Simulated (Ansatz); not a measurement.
# Ti in the diamond structure (space group Fd-3m, No. 227; a hypothetical phase, not in the database extracts checked)

```cif
data_Ti2
_chemical_formula_sum 'Ti2'
_space_group_name_H-M_alt 'P 1'
_space_group_IT_number 1
_cell_length_a 4.01572
_cell_length_b 4.01572
_cell_length_c 4.01572
_cell_angle_alpha 60.000
_cell_angle_beta 60.000
_cell_angle_gamma 60.000
loop_
_space_group_symop_operation_xyz
  'x, y, z'
loop_
_atom_site_label
_atom_site_type_symbol
_atom_site_fract_x
_atom_site_fract_y
_atom_site_fract_z
_atom_site_occupancy
Ti1 Ti 0.25000 0.25000 0.25000 1
Ti2 Ti 0.00000 0.00000 0.00000 1
```

Method: Ansatz (an electronic-structure program), PBE, PAW, cutoff 420 eV, no spin-orbit coupling. k-mesh 14×14×14 (Γ-centred); smearing 0.05 eV (Fermi–Dirac).

- Volume per atom: 22.90 Å³
- Density: 3.47 g/cm³
- Band gap: zero
- Total energy: -2497.310 eV/atom (σ→0; compares only within this code and set-up)

No phonon test of stability was made. The final runs are not spin-polarised. Ti has a high density of states at the Fermi level and may be magnetic at this level.
